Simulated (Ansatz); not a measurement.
The starting structures come from a database of crystals and need not be the phases stable at ambient conditions.

 Where the default PAW files enter, the runs use the earlier of Ansatz's two default sets.

Tunnelling through a barrier is set by its complex band structure: the current falls as exp(−2κd) with the smallest κ.

Data:

```xyz
4
Lattice="4.5190 0.0000 0.0000 2.2595 3.9135 0.0000 2.2595 1.3045 7.5066" Properties=species:S:1:pos:R:3 pbc="T T T"
Mg     4.5190     2.6090     3.7348
Cd     6.7784     3.9135     0.0114
Te     6.7784     3.9135     2.8514
Te     4.5190     2.6090     6.5392
```

Space group of this cell: R3m. The cell is strained (lengths across the current scaled by 0.98, ions clamped); by PBEsol its mean pressure is 0.7 GPa.

Transport runs along the normal of the first two printed cell vectors, the (001) (indices of the unstrained crystal) plane of the conventional cell.

No gap correction and no spin-orbit coupling; mid-gap values are interpolated between computed energies.

### Question
Compute, with Ansatz (a quantum-chemistry and plane-wave program) with PBEsol, the band gap and the smallest decay constant κ at mid-gap.

### Answer
Gap 1.32 eV on a 8×8×8 mesh; κ = 0.103 1/Å, at the zone centre.
